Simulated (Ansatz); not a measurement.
A self-consistent single point of Ni3Al (Pm-3m, 4 atoms in the cell) with Ansatz (a quantum-chemistry and plane-wave program).

Method: LDA (PW92), PAW files made with PBE (plane waves; Ansatz).

```yaml
crystal:
  lattice:
    - [3.52716, 0.00000, 0.00000]
    - [0.00000, 3.52716, 0.00000]
    - [0.00000, 0.00000, 3.52716]
  atoms:
    - { symbol: Al, position: [0.00000, 0.00000, 0.00000] }
    - { symbol: Ni, position: [0.00000, 0.50000, 0.50000], spin: 0.5 }
    - { symbol: Ni, position: [0.50000, 0.00000, 0.50000], spin: 0.5 }
    - { symbol: Ni, position: [0.50000, 0.50000, 0.00000], spin: 0.5 }
```
(The spins are starting values, not results.)

Reference input (self-consistent single point, DFT, LDA (PW92), plane waves, PAW files made with PBE): basis.ecutwfc = 420 eV; kpoints.mp_grid.grid = 12 12 12; hamiltonian.xc = lda; hamiltonian.pseudopotentials = {kind: paw} (an earlier, softer set of the program's PAW files); magnetization.spin_polarized = true; scf.occupations.method = cold; scf.occupations.width = 0.2 eV. This run's input differs from it in these lines:

Ansatz 0.2 input:
```diff
@@ -21,3 +21,3 @@
 scf:
-  occupations: { method: cold, width: 0.2 }
+  occupations: { method: cold, width: 0.3 }
 output:
```

The program printed (abridged):

```
SCF iter   1: F=—  HF=-17832.724215 eV  |F-HF|=—  |Δ(HF+E_count)|=         —  Δρ=9.66e-2 (↑9.66e-2 ↓2.73e-2)  dr2=2.95e0  dr2_m=7.36e-1  M=0.373 μB ∫|m|=0.454 μB  β_m=0.30  ethr=3.10e-3  ⟨swp⟩=4.9  Hψ=21082  notcnv=0
Mixer restart at iter 1: flushing history
all-band conjugate gradients solve this SCF's bands
preconditioner: auto → Kerker (q_TF=auto, 2.850 Å⁻¹)
spin=Collinear: Kerker preconditioning applied to the charge; magnetization (m = ρ↑ − ρ↓) channel mixes plain (no charge-response kernel on spin).
   [... lines left out ...]
SCF iter  20: F=—  HF=-17834.845458 eV  |F-HF|=—  |Δ(HF+E_count)|=  8.26e-10  S|Δr|=    0.00e0  Δρ=6.50e-7 (↑6.50e-7 ↓3.04e-7)  dr2=9.60e-11  dr2_m=6.48e-11  M=0.000 μB ∫|m|=0.000 μB  β_m=0.93  ethr=1.00e-12  ⟨swp⟩=3.0  Hψ=14524  notcnv=0
SCF iter  21: F=-17834.845458 eV  HF=-17834.845458 eV  |F-HF|=4.37e-11  |Δ(HF+E_count)|=  9.46e-11  S|Δr|=    0.00e0  Δρ=2.54e-7 (↑2.54e-7 ↓1.00e-7)  dr2=4.31e-11  dr2_m=2.81e-12  M=0.000 μB ∫|m|=0.000 μB  ethr=1.00e-12  ⟨swp⟩=2.2  Hψ=11689  notcnv=0
SCF 1 converged in 21 iterations: F = -17834.845458 eV  dr2 = 4.31e-11
WARN: the starting moments were not kept: the SCF closed with an absolute magnetisation of 3.3e-5 μB, where they sum to 1.5 μB in size (3 sites) …
   [... lines left out ...]
Absolute magnetization: 0.0000 μB (∫|ρ↑−ρ↓|, with the PAW one-centre terms)
Free energy (F): -17834.845458 eV
Fermi energy:    15.789865 eV
   [... lines left out ...]
  atom   1  Al     0.00000000     0.00000000     0.00000000
   [... zero for the other atoms too ...]
--- Stress (GPa, compression-positive) ---
       -8.617422       0.000000       0.000000
       -0.000000      -8.617422       0.000000
        0.000000       0.000000      -8.617422
  P = ⅓ Tr σ = -8.6174 GPa (-86.174 kbar)
  The stress holds the Pulay correction. Without it, at fixed plane waves, as pw.x and ABINIT print it: P = -8.6813 GPa
```

The run converged in 21 iterations. Against the reference run the free energy rises by 3.7 meV/atom, the pressure goes from -8.26 to -8.62 GPa and the size of the net moment goes from 0.14 to 0.00 μB/atom.

The starting cell has typed, rounded lattice constants, without a prior relaxation at this level. Its lattice was rescaled by a random factor within 2.5 % of one. The starting moments vanished: the run ended non-magnetic, which need not be the lowest state. The program warned that a starting moment was not kept. With a pressure of about -9 GPa the cell is away from its equilibrium volume at this level. Ansatz's pressure includes its estimate of the finite-basis (Pulay) stress.

Cost on one core of a shared machine: roughly 50 s.
